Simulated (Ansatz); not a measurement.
Functionals compared on NH3 on the 1x1 (110) surface of bcc Ta, one in a 2x2 cell, started at the site 'top Ta', in Ansatz (plane waves, PAW). The structure was relaxed with PBE; the other rows are single points on it, each with its references at the same level. Cutoff 420 eV (500 eV for r2SCAN).

Slab: 20 atoms, 6.8 Å thick at the start under the adsorbate (thin: gaps and levels are the slab's own); k 5x5x1, smearing 0.1 eV, dipole-corrected; 8 atoms held, the rest relaxed; no symmetry held; no spin, no spin-orbit, no U, no dispersion correction. At the end it is bonded to Ta. In PBE it is, or lies within 0.03 eV of, the lowest of the starts that converged. These notes are the PBE run's. Adsorption energies are against NH3(g). A negative adsorption energy means that the adsorbate is more stable on the surface than in its reference.

| functional | adsorption energy (eV) | work function of the top face (eV) | change of the work function (eV) | rough cost of the single point |
|---|---|---|---|---|
| PBE | -0.77 | 2.63 | -2.14 | – |
| RPBE | -0.55 | 2.55 | -2.10 | roughly 2.6 core-minutes |
| r2SCAN | ___ | ___ | ___ | very roughly 5 core-minutes |

Task: What belongs in the gaps?

Result: 
- r2SCAN, adsorption energy (eV): -0.90
- r2SCAN, work function of the top face (eV): 2.58
- r2SCAN, change of the work function (eV): -2.30

Ansatz is a first-principles code.
